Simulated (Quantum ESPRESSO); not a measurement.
Worked example: self-consistent single point of Ba₃Ga₂S₆ (C2/c, 22 atoms in the cell) in Quantum ESPRESSO.

Method of the run: LDA (PZ), GBRV 1.5 ultrasoft (LDA) pseudopotentials (plane waves; Quantum ESPRESSO).

```yaml
crystal:
  lattice:
    - [4.56884, -7.26872, 0.00000]
    - [4.56884, 7.26872, 0.00000]
    - [-0.28365, 0.00000, 9.15689]
  atoms:
    - { symbol: Ba, position: [0.96405, 0.03595, 0.25000] }
    - { symbol: Ba, position: [0.03595, 0.96405, 0.75000] }
    - { symbol: Ba, position: [0.54175, 0.26545, 0.49091] }
    - { symbol: Ba, position: [0.45825, 0.73455, 0.50909] }
    - { symbol: Ba, position: [0.73455, 0.45825, 0.00909] }
    - { symbol: Ba, position: [0.26545, 0.54175, 0.99091] }
    - { symbol: Ga, position: [0.65399, 0.98031, 0.93229] }
    - { symbol: Ga, position: [0.34601, 0.01969, 0.06771] }
    - { symbol: Ga, position: [0.01969, 0.34601, 0.56771] }
    - { symbol: Ga, position: [0.98031, 0.65399, 0.43229] }
    - { symbol: S, position: [0.91598, 0.53092, 0.66546] }
    - { symbol: S, position: [0.08402, 0.46908, 0.33454] }
    - { symbol: S, position: [0.46908, 0.08402, 0.83454] }
    - { symbol: S, position: [0.53092, 0.91598, 0.16546] }
    - { symbol: S, position: [0.36797, 0.26899, 0.16699] }
    - { symbol: S, position: [0.63203, 0.73101, 0.83301] }
    - { symbol: S, position: [0.73101, 0.63203, 0.33301] }
    - { symbol: S, position: [0.26899, 0.36797, 0.66699] }
    - { symbol: S, position: [0.91805, 0.20147, 0.95797] }
    - { symbol: S, position: [0.08195, 0.79853, 0.04203] }
    - { symbol: S, position: [0.79853, 0.08195, 0.54203] }
    - { symbol: S, position: [0.20147, 0.91805, 0.45797] }
```

Reference input (self-consistent single point, DFT, LDA (PZ), plane waves, GBRV 1.5 ultrasoft (LDA) pseudopotentials): ecutwfc = 50 Ry; ecutrho = 250 Ry; occupations = fixed; potentials = {Ba: ba_lda_v1.uspp.F.UPF, Ga: ga_lda_v1.4.uspp.F.UPF, S: s_lda_v1.4.uspp.F.UPF}; K_POINTS = automatic 2 2 2 0 0 0; nbnd = 108; conv_thr = 1e-10 Ry; mixing_beta = 0.4. This run's input differs from it in these lines:

```diff
@@ -18,3 +18,3 @@
 &ELECTRONS
- conv_thr = 1e-10
+ conv_thr = 7.3e-04
  mixing_beta = 0.4
```

Output (repeated stretches shortened):

```
     Self-consistent Calculation

     iteration #  1     ecut=    50.00 Ry     beta= 0.40

     negative rho (up, down):  5.783E-01 0.000E+00

     total energy              =   -2372.50752545 Ry
     estimated scf accuracy    <       4.29374649 Ry

     iteration #  2     ecut=    50.00 Ry     beta= 0.40

     negative rho (up, down):  5.648E-01 0.000E+00

     total energy              =   -2373.52297865 Ry
     estimated scf accuracy    <       0.23380077 Ry

     iteration #  3     ecut=    50.00 Ry     beta= 0.40

     negative rho (up, down):  5.568E-01 0.000E+00

     total energy              =   -2373.57431353 Ry
   [... lines left out ...]

     iteration #  4     ecut=    50.00 Ry     beta= 0.40

     negative rho (up, down):  5.466E-01 0.000E+00

     total energy              =   -2373.57487345 Ry
     estimated scf accuracy    <       0.01173969 Ry

     iteration #  5     ecut=    50.00 Ry     beta= 0.40
     c_bands:  1 eigenvalues not converged

     negative rho (up, down):  5.461E-01 0.000E+00

     total energy              =   -2373.57704005 Ry
     estimated scf accuracy    <       0.00279538 Ry

     iteration #  6     ecut=    50.00 Ry     beta= 0.40
     c_bands:  1 eigenvalues not converged

     negative rho (up, down):  5.445E-01 0.000E+00
     End of self-consistent calculation

     highest occupied, lowest unoccupied level (ev):     5.7577    8.2524

!    total energy              =   -2373.57724198 Ry
     estimated scf accuracy    <       0.00036279 Ry

     convergence has been achieved in   6 iterations

     negative rho (up, down):  5.445E-01 0.000E+00

     Forces acting on atoms (cartesian axes, Ry/au):

     atom    1 type  1   force =     0.00000000   -0.00351968    0.00000000
     atom    2 type  1   force =     0.00000000    0.00351968    0.00000000
     atom    3 type  1   force =    -0.00229808   -0.00019114   -0.00046920
     atom    4 type  1   force =     0.00229808    0.00019114    0.00046920
     atom    5 type  1   force =     0.00229808   -0.00019114    0.00046920
     atom    6 type  1   force =    -0.00229808    0.00019114   -0.00046920
   [... lines left out ...]
     Total force =     0.017403     Total SCF correction =     0.027749
   [... lines left out ...]

     negative rho (up, down):  5.445E-01 0.000E+00
          total   stress  (Ry/bohr**3)                   (kbar)     P=      -39.33
  -0.00027605  -0.00000000   0.00000694          -40.61       -0.00        1.02
   0.00000000  -0.00026555   0.00000000            0.00      -39.06        0.00
   0.00000694   0.00000000  -0.00026058            1.02        0.00      -38.33

   JOB DONE.
```

The run converged in 6 iterations. Against the reference run the free energy stays essentially unchanged (within 1 meV/atom), the pressure goes from -3.23 to -3.93 GPa, the largest force goes from 0.097 to 0.163 eV/Å and the gap on the mesh hardly changes (2.488 to 2.495 eV). The full log also holds: “SCF correction compared to forces is large: reduce conv_thr to get better values”.

The starting cell comes from a database of computed structures (which also holds hypothetical and non-ambient phases and stackings), without a prior relaxation at this level. With a pressure of about -4 GPa the cell is away from its equilibrium volume at this level.

Cost on one core of a shared machine: roughly 7 min.
